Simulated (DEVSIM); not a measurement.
Device: Ti/SiO2/p-Si capacitor, at 400 K.

```csv
layer (left to right),material,thickness (nm),Na (cm⁻³)
1,SiO2,2.70,-
2,Si,970,7e17
```

Metal gate on the left, work function 4.33 eV. Fixed charge at the semiconductor interface -5.9e10 cm⁻² (in units of +e); no interface traps.

The device is made up for the run: typed textbook-type constants, with dimensions and the other settings drawn at random. Values at 300 K; Nc and Nv go as T^1.5, mobilities as T to minus their exponent, the gap by Varshni's rule with the affinity fixed.

| parameter | SiO2 | Si |
|---|---|---|
| gap (eV) | 9 | 1.124 |
| affinity (eV) | 0.9 | 4.05 |
| permittivity | 3.9 | 11.7 |
| Nc (cm⁻³) | - | 2.86e19 |
| Nv (cm⁻³) | - | 3.1e19 |
| Varshni α (eV/K) | - | 0.000473 |
| Varshni β (K) | - | 636 |

DEVSIM, 1D Poisson equation in equilibrium, Boltzmann statistics, complete ionisation; no quantum confinement or tunnelling. Metal contacts follow the ideal Schottky-Mott rule: no Fermi-level pinning, no interface dipoles.

Problem. Tabulate band edges, carrier densities and field at 0.0 V on the gate.

Solution. Energies count from the Fermi level of the right contact; mesh points crowd at the junctions.

```json
[
 {"x (μm)": "0.000", "Ec (eV)": "3.430", "Ev (eV)": "-5.570", "n (cm⁻³)": "< 1e2", "p (cm⁻³)": "< 1e2", "field (V/cm)": "900000"},
 {"x (μm)": "0.0007439", "Ec (eV)": "3.497", "Ev (eV)": "-5.503", "n (cm⁻³)": "< 1e2", "p (cm⁻³)": "< 1e2", "field (V/cm)": "900000"},
 {"x (μm)": "0.001573", "Ec (eV)": "3.572", "Ev (eV)": "-5.428", "n (cm⁻³)": "< 1e2", "p (cm⁻³)": "< 1e2", "field (V/cm)": "900000"},
 {"x (μm)": "0.002343", "Ec (eV)": "3.642", "Ev (eV)": "-5.358", "n (cm⁻³)": "< 1e2", "p (cm⁻³)": "< 1e2", "field (V/cm)": "900000"},
 {"x (μm)": "0.003535", "Ec (eV)": "0.547", "Ev (eV)": "-0.549", "n (cm⁻³)": "5.6e12", "p (cm⁻³)": "5.7e12", "field (V/cm)": "280000"},
 {"x (μm)": "0.005209", "Ec (eV)": "0.593", "Ev (eV)": "-0.504", "n (cm⁻³)": "1.5e12", "p (cm⁻³)": "2.2e13", "field (V/cm)": "260000"},
 {"x (μm)": "0.008287", "Ec (eV)": "0.669", "Ev (eV)": "-0.427", "n (cm⁻³)": "1.6e11", "p (cm⁻³)": "2.0e14", "field (V/cm)": "230000"},
 {"x (μm)": "0.01726", "Ec (eV)": "0.833", "Ev (eV)": "-0.263", "n (cm⁻³)": "1.4e9", "p (cm⁻³)": "2.3e16", "field (V/cm)": "140000"},
 {"x (μm)": "0.03043", "Ec (eV)": "0.933", "Ev (eV)": "-0.164", "n (cm⁻³)": "7.8e7", "p (cm⁻³)": "4.1e17", "field (V/cm)": "30000"},
 {"x (μm)": "0.05465", "Ec (eV)": "0.951", "Ev (eV)": "-0.146", "n (cm⁻³)": "4.6e7", "p (cm⁻³)": "6.9e17", "field (V/cm)": "490"},
 {"x (μm)": "0.1025", "Ec (eV)": "0.951", "Ev (eV)": "-0.146", "n (cm⁻³)": "4.6e7", "p (cm⁻³)": "7.0e17", "field (V/cm)": "≈ 0"},
 {"x (μm)": "0.2289", "Ec (eV)": "0.951", "Ev (eV)": "-0.146", "n (cm⁻³)": "4.6e7", "p (cm⁻³)": "7.0e17", "field (V/cm)": "≈ 0"},
 {"x (μm)": "0.4339", "Ec (eV)": "0.951", "Ev (eV)": "-0.146", "n (cm⁻³)": "4.6e7", "p (cm⁻³)": "7.0e17", "field (V/cm)": "≈ 0"},
 {"x (μm)": "0.6711", "Ec (eV)": "0.951", "Ev (eV)": "-0.146", "n (cm⁻³)": "4.6e7", "p (cm⁻³)": "7.0e17", "field (V/cm)": "≈ 0"},
 {"x (μm)": "0.8394", "Ec (eV)": "0.951", "Ev (eV)": "-0.146", "n (cm⁻³)": "4.6e7", "p (cm⁻³)": "7.0e17", "field (V/cm)": "≈ 0"},
 {"x (μm)": "0.9031", "Ec (eV)": "0.951", "Ev (eV)": "-0.146", "n (cm⁻³)": "4.6e7", "p (cm⁻³)": "7.0e17", "field (V/cm)": "≈ 0"},
 {"x (μm)": "0.9354", "Ec (eV)": "0.951", "Ev (eV)": "-0.146", "n (cm⁻³)": "4.6e7", "p (cm⁻³)": "7.0e17", "field (V/cm)": "≈ 0"},
 {"x (μm)": "0.9529", "Ec (eV)": "0.951", "Ev (eV)": "-0.146", "n (cm⁻³)": "4.6e7", "p (cm⁻³)": "7.0e17", "field (V/cm)": "≈ 0"},
 {"x (μm)": "0.9649", "Ec (eV)": "0.951", "Ev (eV)": "-0.146", "n (cm⁻³)": "4.6e7", "p (cm⁻³)": "7.0e17", "field (V/cm)": "≈ 0"},
 {"x (μm)": "0.9690", "Ec (eV)": "0.951", "Ev (eV)": "-0.146", "n (cm⁻³)": "4.6e7", "p (cm⁻³)": "7.0e17", "field (V/cm)": "≈ 0"},
 {"x (μm)": "0.9713", "Ec (eV)": "0.951", "Ev (eV)": "-0.146", "n (cm⁻³)": "4.6e7", "p (cm⁻³)": "7.0e17", "field (V/cm)": "≈ 0"},
 {"x (μm)": "0.9727", "Ec (eV)": "0.951", "Ev (eV)": "-0.146", "n (cm⁻³)": "4.6e7", "p (cm⁻³)": "7.0e17", "field (V/cm)": "≈ 0"}
]
```
